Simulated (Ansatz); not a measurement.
The parent structure is KI in the rock salt structure (space group Fm-3m, No. 225; a = 7.182 Å).

Level of theory: PBE in Ansatz (plane waves to 420 eV, PAW, scalar-relativistic without spin-orbit coupling).

For the base:

| Quantity | Value |
|---|---|
| Valley order | Γ 3.86 eV; X along ⟨100⟩ 5.02 eV |
| Density | 2.98 g/cm³ |
| Hole mass | 0.51, 2.8, 2.8 mₑ (at Γ) |
| Electron mass | 0.34 mₑ (at Γ) |

One thing is altered: cell and atoms relaxed at a pressure of 7.5 GPa.

Question: Estimate the effect on the valley order.

Answer: The valley order (the lowest conduction-band minima on the path, energy above the VBM, named in the base's zone) changes from Γ 3.86 eV; X along ⟨100⟩ 5.02 eV to X along ⟨100⟩ 4.29 eV; Γ 4.75 eV.

Question: Estimate the effect on the density.

Answer: The density grows by 1.14 g/cm³ (2.98 g/cm³ → 4.12 g/cm³).

Question: Predict the new hole mass.

Answer: The hole mass (degenerate bands, along [100]) goes from 0.51, 2.8, 2.8 mₑ (at Γ) to 0.31, 1.8, 1.8 mₑ (at Γ).

Question: How does this affect the electron mass?

Answer: The electron mass changes from 0.34 mₑ (at Γ) to 1.2 mₑ along k, 0.35 mₑ across (at X).

Spin-orbit coupling, missing from the scalar runs, can matter with I. The levels and masses belong to the bands next to the band gap. Load acts through the strain it causes; cell and atoms are relaxed under it. Effective masses come from finite differences of ±0.01 Å⁻¹. Along k means along the line from Γ to the band edge. Whether these cells are dynamically stable was not tested. Competing high-pressure phases were not computed.

Ansatz is a program for electronic structure.
